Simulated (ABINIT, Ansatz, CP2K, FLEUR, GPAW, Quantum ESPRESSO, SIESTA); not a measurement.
## BaHfO3 (Pm-3m, 5 atoms in the cell) computed with different codes at matched settings

Self-consistent single point, at a second geometry (lattice scaled by 0.98). First geometry:

```
CELL_PARAMETERS angstrom
      4.17000     0.00000     0.00000
      0.00000     4.17000     0.00000
      0.00000     0.00000     4.17000
ATOMIC_POSITIONS crystal
  Ba 0.00000 0.00000 0.00000
  Hf 0.50000 0.50000 0.50000
  O  0.50000 0.00000 0.50000
  O  0.00000 0.50000 0.50000
  O  0.50000 0.50000 0.00000
```

Shared settings, as Ansatz (a first-principles code) writes them: kpoints.mp_grid.grid = 8 8 8; scf.occupations.method = fermi_dirac; scf.occupations.width = 0.01 eV. Potentials and cutoffs stand in the table.

```csv
code,model,ΔF from the first geometry (meV/atom),pressure (GPa),gap on the mesh (eV),cutoff
Ansatz,"PBE, default PAW files",52.9,15.71,3.786,420 eV
FLEUR,"PBE, all-electron FLAPW (FLEUR), scalar-relativistic valence",50.5,–,3.789,Kmax 4.5 1/bohr
ABINIT,"PBE, PAW (JTH v2.0 PBE PAW)",51.1,15.63,3.711,653 eV
SIESTA,"GGA PBE, numerical atomic orbitals DZP, PseudoDojo PBE standard norm-conserving potentials (rewritten from UPF to PSML)",56.4,17.19,3.740,grid 350 Ry
GPAW,"PBE, GPAW PAW datasets PBE (gpaw-data 1.0.1)",60.6,–,3.711,950 eV
CP2K,"PBE, GPW, DZVP-MOLOPT-SR-GTH basis, GTH-PBE potentials (GTH_POTENTIALS)",39.0,13.51,3.676,grid 500 Ry
Quantum ESPRESSO,"PBE, GBRV 1.5 ultrasoft (PBE) pseudopotentials",53.2,16.08,3.787,40 Ry
```

A dash marks a value that a program does not give, or that is left out as unsure.

Gaps are read on the mesh.

On Ansatz's run: spin-orbit coupling is off.

The spread over the programs that give each value: ΔF from the first geometry within 21.6 meV/atom; pressure within 3.68 GPa; gap on the mesh within 0.113 eV.

SIESTA and CP2K use small atom-centred bases, whose incompleteness enters pressures, forces and empty levels differently from a plane-wave cutoff. FLEUR treats all electrons, but the usual bases taken here (sphere radii, linearisation, local orbitals, empty states) were not tested for convergence, so the values are no reference for the others. Ansatz's pressure is given at a fixed set of plane waves, as the other plane-wave codes print theirs; with its correction for the finite basis it is 16.25 GPa (the shift of 0.54 GPa shows how far the cutoff is from converged). The pressure of GPAW is left out: its cutoff lies under the one at which its stress was checked. In the pressure, SIESTA (by 1.48) and CP2K (by 2.20) lie more than 1 GPa from the median of the plane-wave programs.

The starting cell has typed, rounded lattice constants, without a prior relaxation at this level. For this run, on top of that: lattice scaled by 0.98.

Keys are those of Ansatz 0.2.
